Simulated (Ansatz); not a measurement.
The starting structures come from a database of crystals and need not be the phases stable at ambient conditions.

 Where the default PAW files enter, the runs use the earlier of Ansatz's two default sets.

Inside the gap of an insulator the Bloch states are evanescent, with a wavenumber k + iκ along the transport direction.

Input:

```yaml
crystal:
  lattice:
    - [5.67820, 0.00000, 0.00000]
    - [2.83910, 5.67566, 0.00000]
    - [2.83910, -0.47340, 1.56931]
  atoms:
    - { symbol: Li, position: [0.94976, 0.38357, 0.38357] }
    - { symbol: Li, position: [0.05024, 0.61643, 0.61643] }
    - { symbol: Zr, position: [0.00000, 0.00000, 0.00000] }
    - { symbol: N, position: [0.55643, 0.77690, 0.77690] }
    - { symbol: N, position: [0.44357, 0.22310, 0.22310] }
```

Space group of this cell: P-3m1. The cell is taken as given.

Transport runs along the normal of the first two printed cell vectors, the (111) plane of the conventional cell.

No gap correction and no spin-orbit coupling; mid-gap values are interpolated between computed energies.

Compute, with Ansatz (an electronic-structure program) with r2SCAN, the band gap and the smallest decay constant κ at mid-gap.

Gap 2.11 eV on a 18×18×18 mesh; κ = 0.234 1/Å, at the zone centre.
